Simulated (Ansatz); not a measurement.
Consider WSi₂ (space group I4/mmm, No. 139; relaxed with 0.1 eV smearing).

```yaml
crystal:
  lattice:
    - [-1.59264, 1.59264, 3.88656]
    - [1.59264, -1.59264, 3.88656]
    - [1.59264, 1.59264, -3.88656]
  atoms:
    - { symbol: Si, position: [0.66535, 0.66535, 0.00000] }
    - { symbol: Si, position: [0.33465, 0.33465, 0.00000] }
    - { symbol: W, position: [0.00000, 0.00000, 0.00000] }
```

Cartesian axes are those of the cell as printed.

Level of theory: LDA (Ansatz, a program for electronic structure, PAW, without spin-orbit coupling).

Strains are applied to the cell and any free atomic positions relax.

One change was made to it. Results:

```tsv
quantity	base	after
shortest interatomic distance	2.571 Å	2.565 Å
energy relative to the base (free energy F)	0 meV/atom	+14 meV/atom
```

Name the change that was made.
A) tensor shear ε_xz = +1.14 %
B) tensor shear ε_xz = +1.71 %
C) tensor shear ε_xz = +0.86 %
D) tensor shear ε_xz = +0.29 %
E) tensor shear ε_xz = +2.00 %

E, tensor shear ε_xz = +2.00 %. For comparison, the energy relative to the base in the other runs: tensor shear ε_xz = +1.71 % gives +10 meV/atom; tensor shear ε_xz = +0.29 % gives +0.3 meV/atom; tensor shear ε_xz = +0.86 % gives +2.6 meV/atom; tensor shear ε_xz = +1.14 % gives +4.6 meV/atom.

Stability against distortions was not tested. The final runs are not spin-polarised.
